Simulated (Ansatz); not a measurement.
Y: pressure series

The parent structure is Y in the hcp (Mg type) structure (space group P6_3/mmc, No. 194; a = 3.683 Å, c = 5.698 Å).

Cell and atoms are relaxed at each pressure.

Method: plane-wave PAW DFT at the r2SCAN level (Ansatz, a quantum-chemistry and plane-wave program, 500 eV), spin-orbit coupling left out.

Candidates:
(a) pressure −1 GPa
(b) pressure 7 GPa
(c) pressure 50 GPa

Before the change:

- c/a ratio: 1.547

Order them by c/a ratio, lowest first.

(b) pressure 7 GPa (1.539), (a) pressure −1 GPa (1.549), (c) pressure 50 GPa (1.636)

Load acts through the strain it causes; cell and atoms are relaxed under it. Stability against distortions was not tested. Competing high-pressure phases were not computed. The final runs are not spin-polarised.
